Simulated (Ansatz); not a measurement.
Consider SrTiO3 in the cubic perovskite structure (space group Pm-3m, No. 221; a = 3.9075 Å).

The values are results of Ansatz (an electronic-structure program) r2SCAN, spin-orbit coupling left out, earlier PAW set, not measurements.

For the base:

```
Property                        Value
----------------------------  -------
Gap between the host's bands  2.27 eV
```

One thing is altered: 0.298 electrons added to each cell, a density of 5.0×10^21 cm⁻³, with a uniform compensating background at fixed cell and a 300 K Fermi–Dirac width.

Task: What happens to the gap between the host's bands and Fermi level from band edge?

Result: The gap between the host's bands increases by 0.42 eV (2.27 eV → 2.69 eV); the Fermi level relative to the doped band's edge (positive inside the band; to 0.05 eV) amounts to +0.40 eV.

Carriers are added with a uniform compensating background; total energy and stress of such cells depend on the potential's zero and are not compared; many-body gap narrowing is missing at this level. Stability against distortions was not tested. The final runs are not spin-polarised. Many cubic perovskites are stable only at high temperature; tilts and polar distortions were not tested.
